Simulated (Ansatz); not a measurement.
Consider interstitial B in zinc-blende BN, charge state +3. The step: a concerted move, in which B travels most; the atom moves 1.67 Å along (0.00, 0.00, -0.46) of the unit cell; the moving atom starts with neighbours B at 1.96; 2 N at 1.50, 2 N at 1.65 Å and ends with 6 B at 1.96; 4 N at 1.53 Å. DFT values are from Ansatz (plane-wave PAW, 420 eV unless said) in a cell of 64 host sites, spin-restricted, static, with no finite-size correction. The charge state is imposed; whether it is stable for some Fermi level was not computed. Sites that were not tried may lie lower. For the PBE band: the saddle point's order was not checked, and it lies on a symmetry element of the cell, where a band can be held.

```csv
Level,Forward barrier (eV),Cost of the band or of the saddle's single point
"CHGNet universal potential (has no charge state), its own band",0.00,-
"PBE, a 2×2×2 k-point mesh shifted by half a step, band relaxed",2.89,very roughly 40 core-minutes
"PBE, a 3×3×3 k-point mesh shifted by half a step, same geometries",2.89,roughly 110 core-seconds
"r2SCAN at 500 eV, a 2×2×2 k-point mesh shifted by half a step, same geometries",2.98,around 80 core-seconds (rough)
```

Ansatz is a first-principles code.
